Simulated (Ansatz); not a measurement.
## Sensitivity of a calculation on PbF2 (P1, 3 atoms in the cell) to its settings

```yaml
crystal:
  lattice:
    - [0.00000, 2.95795, 2.95795]
    - [2.95795, 0.00000, 2.95795]
    - [2.95795, 2.95795, 0.00000]
  atoms:
    - { symbol: Pb, position: [0.00920, 0.99356, 0.98569] }
    - { symbol: F, position: [0.74841, 0.74019, 0.75217] }
    - { symbol: F, position: [0.24239, 0.26626, 0.26214] }
```

Base run A: HSE06, default PAW files made with PBE (Ansatz, a first-principles code), self-consistent single point.

Its settings: basis.ecutwfc = 420 eV; kpoints.mp_grid.grid = 5 5 5; hamiltonian.xc = hse06; hamiltonian.pseudopotentials = {kind: paw} (the program's default PAW files); scf.occupations.method = fermi_dirac; scf.occupations.width = 0.01 eV.

The starting cell comes from a database of computed structures (which also holds hypothetical and non-ambient phases and stackings), without a prior relaxation at this level. Its atoms were displaced at random from the sites of space group no. 225. Spin-orbit coupling is off. Ansatz's pressure includes its estimate of the finite-basis (Pulay) stress. Another mesh or the band path of this cell gives a smaller gap, so this value is not converged in the mesh.

ΔF is the free energy per atom less that of run A. A dash stands where there is no value to compare (another energy zero or no entropy term, no result, no spin, no clean gap, or a mesh too coarse for one). Total energies depend on the potentials, the functional and any Hubbard or dispersion term, so they are compared only between runs that share all of them.

Run A gave: pressure (GPa) 1.72; largest force (eV/Å) 0.312; gap on the mesh (eV) 5.754; k-points 63.

Runs:
- B: hamiltonian.xc: hse06 → pbe0 [PBE0]
- C: kpoints.mp_grid.grid: 5 5 5 → 4 4 4; kpoints.mp_grid.shift: default → 0.5 0.5 0.5
- D: scf.convergence.dr2_threshold: default (1e-07 eV) → 1e-10 eV
- E: scf.mixing.algorithm: default (the program chose MSR1) → broyden; scf.mixing.beta: default → 0.5
- F: scf.mixing.algorithm: default (the program chose MSR1) → msr1

**Question.** What does run B change against A?

**Answer.** The pressure goes from 1.72 to 1.59 GPa, the largest force moves little (0.312 to 0.313 eV/Å) and the gap on the mesh goes from 5.754 to 6.481 eV.

**Question.** What does run C change against A?

**Answer.** The free energy stays essentially unchanged (within 1 meV/atom), the pressure stays at 1.72 GPa, the largest force moves little (0.312 to 0.313 eV/Å) and the gap on the mesh goes from 5.754 to 5.965 eV.

```
run  ΔF (meV/atom)  pressure (GPa)  largest force (eV/Å)  gap on the mesh (eV)  k-points
---  -------------  --------------  --------------------  --------------------  --------
A             0.00            1.72                 0.312                 5.754        63
B                –            1.59                 0.313                 6.481        63
C             0.02            1.72                 0.313                 5.965        32
D             0.00            1.72                 0.312                 5.754        63
E             0.00            1.72                 0.312                 5.754        63
F             0.00            1.72                 0.312                 5.754        63
```

Left out of this page: 1 run of the series held back from this collection.

Keys are those of Ansatz 0.2.
